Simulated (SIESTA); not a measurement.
Band structure of LaZnIn (P6_3/mmc, 6 atoms in the cell).

```
CELL_PARAMETERS angstrom
      4.74429     0.00000     0.00000
     -2.37215     4.10868     0.00000
      0.00000     0.00000     8.00406
ATOMIC_POSITIONS crystal
  La 0.00000 0.00000 0.00000
  La 0.00000 0.00000 0.50000
  Zn 0.66667 0.33333 0.25000
  Zn 0.33333 0.66667 0.75000
  In 0.66667 0.33333 0.75000
  In 0.33333 0.66667 0.25000
```

Level of theory: GGA PBEsol, numerical atomic orbitals DZP, PseudoDojo PBEsol standard norm-conserving potentials (rewritten from UPF to PSML) in SIESTA.

Settings: XC.functional = GGA; XC.authors = PBEsol; potentials = PseudoDojo PBEsol standard; PAO.BasisSize = DZP; PAO.EnergyShift = 0.005 Ry; MeshCutoff = 400 Ry; kgrid.MonkhorstPack = 6 6 3; OccupationFunction = FD; ElectronicTemperature = 136 meV; MaxSCFIterations = 150; SCF.Mixer.Method = Broyden; SCF.Mixer.Weight = 0.25; SCF.Mixer.History = 8; SCF.DM.Tolerance = 1.0E-04.

The starting cell comes from a database of computed structures (which also holds hypothetical and non-ambient phases and stackings), without a prior relaxation at this level. Values carry the incompleteness of an atom-centred basis.

Levels in eV from the Fermi level, bands 41 to 46:
```json
[
 {"point": "Γ", "41": "-0.96", "42": "-0.14", "43": "0.41", "44": "0.41", "45": "1.11", "46": "1.46"},
 {"point": "M", "41": "-1.68", "42": "-1.29", "43": "-0.67", "44": "-0.27", "45": "-0.15", "46": "0.85"},
 {"point": "K", "41": "-2.78", "42": "-0.67", "43": "-0.67", "44": "-0.53", "45": "1.47", "46": "1.55"},
 {"point": "A", "41": "-0.31", "42": "-0.31", "43": "-0.31", "44": "-0.31", "45": "1.25", "46": "1.25"},
 {"point": "L", "41": "-1.04", "42": "-1.04", "43": "-0.16", "44": "-0.16", "45": "0.21", "46": "0.21"},
 {"point": "H", "41": "-1.78", "42": "-1.78", "43": "-0.23", "44": "-0.23", "45": "0.18", "46": "0.18"}
]
```

Bands cross the Fermi level along this path, so the cell is metallic at this level.

Higher empty bands are left out: an atom-centred basis made for the valence describes them poorly.
